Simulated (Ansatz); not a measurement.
The starting structures come from a database of crystals and need not be the phases stable at ambient conditions.

 Where the default PAW files enter, the runs use the earlier of Ansatz's two default sets.

# Evanescent states of TiZnO3 (R-3, not sure to be the ambient phase, 10 atoms a cell, 10.7 Å³ an atom, -8 GPa at this level) along the normal of (001)

Calculation: PBEsol (plane waves, PAW; Ansatz, a program for electronic structure).

The gap is the functional's own. No spin-orbit coupling. Mid-gap values are interpolated on the energy grid.

Energies count from the valence-band top; κ is the least over a 12×12 mesh across the current.

```json
[
 {"E (eV)": "0.07", "κ (1/Å)": "0.149", "where": "off Γ"},
 {"E (eV)": "0.23", "κ (1/Å)": "0.255", "where": "Γ"},
 {"E (eV)": "0.38", "κ (1/Å)": "0.275", "where": "Γ"},
 {"E (eV)": "0.53", "κ (1/Å)": "0.292", "where": "Γ"},
 {"E (eV)": "0.68", "κ (1/Å)": "0.307", "where": "Γ"},
 {"E (eV)": "0.82", "κ (1/Å)": "0.319", "where": "Γ"},
 {"E (eV)": "0.97", "κ (1/Å)": "0.329", "where": "Γ"},
 {"E (eV)": "1.12", "κ (1/Å)": "0.338", "where": "Γ"},
 {"E (eV)": "1.27", "κ (1/Å)": "0.345", "where": "Γ"},
 {"E (eV)": "1.43", "κ (1/Å)": "0.350", "where": "Γ"},
 {"E (eV)": "1.57", "κ (1/Å)": "0.355", "where": "Γ"},
 {"E (eV)": "1.73", "κ (1/Å)": "0.358", "where": "Γ"},
 {"E (eV)": "1.88", "κ (1/Å)": "0.360", "where": "Γ"},
 {"E (eV)": "2.02", "κ (1/Å)": "0.360", "where": "Γ"},
 {"E (eV)": "2.17", "κ (1/Å)": "0.360", "where": "Γ"},
 {"E (eV)": "2.33", "κ (1/Å)": "0.358", "where": "Γ"},
 {"E (eV)": "2.48", "κ (1/Å)": "0.356", "where": "Γ"},
 {"E (eV)": "2.62", "κ (1/Å)": "0.352", "where": "Γ"},
 {"E (eV)": "2.77", "κ (1/Å)": "0.347", "where": "Γ"},
 {"E (eV)": "2.92", "κ (1/Å)": "0.274", "where": "off Γ"}
]
```

**Question.** How thick must the barrier be to attenuate the transmission by 10^8 when the electrodes' Fermi level lies at 1.88 eV, and what attenuation does that film give at 0.68 eV?

**Answer.** d = 8 ln 10 / (2 × 0.360) = 25.6 Å. At 0.68 eV it gives 8 × 0.307/0.360 = 6.8 decades.
